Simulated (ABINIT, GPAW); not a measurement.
A GPAW input for a self-consistent single point of BeSe (F-43m, 2 atoms in the cell) (DFT PBE, plane waves, GPAW PAW datasets PBE (gpaw-data 1.0.1)):

```python
from ase import Atoms
from ase.units import GPa
from gpaw import GPAW, PW, FermiDirac

atoms = Atoms(['Be', 'Se'],
              cell=[[0.000000, 2.598699, 2.598699],
                    [2.598699, 0.000000, 2.598699],
                    [2.598699, 2.598699, 0.000000]],
              scaled_positions=[[0.000000, 0.000000, 0.000000],
                                [0.250000, 0.250000, 0.250000]],
              pbc=True)

calc = GPAW(mode=PW(850),
            xc='PBE',
            kpts=(11, 11, 11),
            occupations=FermiDirac(0.0),
            nbands=-8,
            convergence={'density': 1e-05, 'energy': 1e-05, 'bands': -6},
            symmetry={'symmorphic': False, 'tolerance': 0.0005},
            maxiter=120,
            txt='-')

atoms.calc = calc

energy = atoms.get_potential_energy()
print('Energy (eV):', round(energy, 6))
forces = atoms.get_forces()
print('Forces (eV/Ang):')
print(forces.round(5))
stress = atoms.get_stress()
print('Stress (GPa, Voigt):', (stress / GPa).round(4))
```

Question: Translate this input to ABINIT.

Answer: This is the input that was run; spellings and numerical settings could be chosen otherwise.

```
# BeSe, PseudoDojo nc-sr-05 PBE standard
pp_dirpath "./"
pseudos "Be.upf, Se.upf"
acell 3*1.0 Angstrom
rprim
         0.0000000000    2.5986990000    2.5986990000
         2.5986990000    0.0000000000    2.5986990000
         2.5986990000    2.5986990000    0.0000000000
natom 2
ntypat 2
znucl 4 34
typat 1 2
xcart
         0.0000000000    0.0000000000    0.0000000000
         1.2993495000    1.2993495000    1.2993495000
      Angstrom
ecut 44
occopt 1
nband 12
kptopt 1
ngkpt 11 11 11
nshiftk 1
shiftk 0 0 0
nstep 100
toldfe 1.0e-09
diemac 4
prtwf 0
prtden 0
enunit 1
```

Basis, cutoffs, solver keys and any potentials are the target program's own. This input uses DFT, PBE, plane waves, norm-conserving pseudopotentials (PseudoDojo nc-sr-05 PBE standard). Both were run: pressure -0.41 GPa in GPAW and -0.74 in ABINIT; gap on the mesh 2.741 eV in GPAW and 2.749 in ABINIT.

On ABINIT: the starting cell comes from a database of computed structures (which also holds hypothetical and non-ambient phases and stackings), without a prior relaxation at this level. Its lattice was rescaled by a random factor within 2.5 % of one.

On GPAW: the starting cell comes from a database of computed structures (which also holds hypothetical and non-ambient phases and stackings), without a prior relaxation at this level. Its lattice was rescaled by a random factor within 2.5 % of one.
